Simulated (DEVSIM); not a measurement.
Structure: illuminated Si p-on-n cell, one wavelength, at 250 K.

Layer 1 from the left is Si, thickness (μm) 0.370, Na (cm⁻³) 7.9e17, τn (s) 7.3e-7, τp (s) 5.1e-8, absorption coefficient (cm⁻¹) 99000. Layer 2 from the left is Si, thickness (μm) 180, Nd (cm⁻³) 2.7e15, τn (s) 1.7e-6, τp (s) 1.7e-6, absorption coefficient (cm⁻¹) 99000.

Left contact: ohmic, minority electron recombination velocity 7000 cm/s. Right contact: ohmic, minority hole recombination velocity 8e5 cm/s. Voltage is applied to the left contact. Recombination: SRH at mid-gap, radiative, Auger. Gap narrowing is on: ΔEg = 6.92 meV × (l + √(l² + 0.5)), l = ln(N/1.3e17 cm⁻³), shared equally by both band edges. Light enters at the left, 6.5e16 photons cm⁻² s⁻¹, one pass, no reflection. Mobility is constant in doping.

Constants are typed, rounded textbook-type inputs, not results; the design itself was drawn at random and stands for no fabricated device. Values at 300 K; Nc and Nv go as T^1.5, mobilities as T to minus their exponent, the gap by Varshni's rule with the affinity fixed.

Si: gap (eV) 1.124, affinity (eV) 4.05, permittivity 11.7, Nc (cm⁻³) 2.86e19, Nv (cm⁻³) 3.1e19, μn (cm²/Vs) 1417, μp (cm²/Vs) 470, T exponent of μn 2.3, T exponent of μp 2.2, B (cm³/s) 4.7e-15, Cn (cm⁶/s) 2.8e-31, Cp (cm⁶/s) 9.9e-32, Varshni α (eV/K) 0.000473, Varshni β (K) 636.

Model (solved in DEVSIM): 1D drift-diffusion, Boltzmann statistics, complete ionisation; no tunnelling, impact ionisation, image-force lowering or self-heating.

Dark forward current:

```tsv
|V| (V)	|J| (A/cm²)
0.05	3.794e-11
0.10	1.554e-10
0.15	5.453e-10
0.20	1.862e-9
0.25	6.386e-9
0.30	2.258e-8
0.35	8.634e-8
0.40	3.904e-7
0.45	2.296e-6
0.50	1.753e-5
0.55	0.0001578
0.60	0.001528
0.65	0.01500
0.70	0.1308
0.75	0.7245
0.80	2.487
0.85	6.764
0.90	15.98
0.95	33.06
1.00	60.36
1.05	99.35
1.10	150.8
1.15	215.2
1.20	292.7
1.25	383.4
1.30	487.3
```

**Question.** Work out the local ideality factor n = ΔV / (kT/q · ln(J2/J1)) between the rows 0.10 and 0.15 V, 0.60 and 0.65 V, 1.25 and 1.30 V.

**Answer.** kT/q = 21.54 mV. From 0.10 to 0.15 V: ln(5.453e-10/1.554e-10) = 1.255, n = 1.85. From 0.60 to 0.65 V: ln(0.01500/0.001528) = 2.284, n = 1.02, near the 1 of diffusion or emission over a barrier. From 1.25 to 1.30 V: ln(487.3/383.4) = 0.240, n = 9.68.

**Question.** What current could the absorbed light give at most, and what share is collected?

**Answer.** Σ αd = 1790, so qΦ(1 − exp(−Σ αd)) = 10.4 mA/cm². The simulated short-circuit current is 10.32 mA/cm², a share of 0.99.

**Question.** Estimate the open-circuit voltage by superposition: the voltage at which the dark current equals that short-circuit current.

**Answer.** Interpolating ln J in the table gives 0.642 V. The simulation gives 0.642 V, the same within the digits that matter. Superposition holds where collection doesn't change with voltage.

**Question.** Estimate the fill factor from FF0 = (v − ln(v + 0.72))/(v + 1), v = qVoc/(nkT), with n from the dark curve.

**Answer.** The rows about Voc, 0.60 and 0.65 V, give n = 1.02, so v = 29.3 and FF0 = 0.855. The simulation gives 0.853, the same within the digits that matter.
